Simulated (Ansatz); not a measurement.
The reference is TiO2 in the anatase structure (space group I4_1/amd, No. 141; a = 3.770 Å, c = 9.552 Å).

The change: a hydrostatic pressure of 5 GPa.

Levels (all Ansatz, a program for electronic structure, PAW): PBEsol (420 eV, without spin-orbit coupling); HSE06 (420 eV, without spin-orbit coupling).

The geometry is relaxed with PBEsol.

- PBEsol band gap: 2.06 eV

**Question.** How does going to HSE06 change the band gap?

**Answer.** The band gap increases by 1.55 eV, from 2.06 eV to 3.61 eV.

Single points use the geometry relaxed with PBEsol. HSE06 gaps are upper bounds (no full band path). Load acts through the strain it causes; cell and atoms are relaxed under it. Whether these cells are dynamically stable was not tested. Competing high-pressure phases were not computed. The base started in C2/c and relaxed to I4_1/amd at this level. The final runs are not spin-polarised.
